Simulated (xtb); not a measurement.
xtb 6.7.1, GFN2-xTB: 1,4-dioxane triplet (C1COCCO1), charge 0, multiplicity 3, 14 atoms. The geometry is a generated start, not checked to be a minimum at this level.

```yaml
method: GFN2-xTB
"--acc": 1 (default)
"--etemp (K)": 300 (default)
detailed input (--input): "none: ANC optimiser, Lindh (1995) Hessian, microcycle=20, maxdispl=1.0, hlow=0.01 (default)"
basis_functions: 32
valence_electrons: 36
```

```xyz
14

C      1.2492     0.5440    -0.0111
C      0.9299    -0.8480     0.5193
O     -0.1596    -1.4338    -0.1729
C     -1.0792    -0.4827    -0.6769
C     -1.0982     0.7863     0.1690
O      0.1611     1.4349     0.1662
H      2.0966     0.9753     0.5274
H      1.5073     0.4778    -1.0784
H      1.7823    -1.5175     0.3820
H      0.6998    -0.7864     1.5932
H     -0.8202    -0.2242    -1.7155
H     -2.0612    -0.9619    -0.6712
H     -1.8199     1.5028    -0.2312
H     -1.3878     0.5334     1.2000
```

Charge 0 and multiplicity 3 are set for this test and not shown to be the ground state. GFN-xTB has no spin term: --uhf 2 sets the occupations alone.

The structure is relaxed from this start with --opt LEVEL for the levels crude, sloppy, loose, lax, normal, tight, vtight, extreme, once each. Up to the end of the extreme run atoms move by at most 1.4 Å along an axis.

Q: Which level is enough to come within 1 meV of the tightest end point?

A: loose: 53 cycles against 62, ending 0.71 meV above.

```json
[
 {"level": "crude", "cycles": "18", "energy above the extreme run (meV)": "570", "gradient norm (eV/Å)": "0.38"},
 {"level": "sloppy", "cycles": "23", "energy above the extreme run (meV)": "550", "gradient norm (eV/Å)": "0.15"},
 {"level": "loose", "cycles": "53", "energy above the extreme run (meV)": "0.71", "gradient norm (eV/Å)": "0.12"},
 {"level": "lax", "cycles": "56", "energy above the extreme run (meV)": "0.045", "gradient norm (eV/Å)": "0.027"},
 {"level": "normal", "cycles": "56", "energy above the extreme run (meV)": "0.045", "gradient norm (eV/Å)": "0.027"},
 {"level": "tight", "cycles": "57", "energy above the extreme run (meV)": "0.026", "gradient norm (eV/Å)": "0.033"},
 {"level": "vtight", "cycles": "60", "energy above the extreme run (meV)": "under 0.01", "gradient norm (eV/Å)": "0.0025"},
 {"level": "extreme", "cycles": "62", "energy above the extreme run (meV)": "—", "gradient norm (eV/Å)": "0.0024"}
]
```
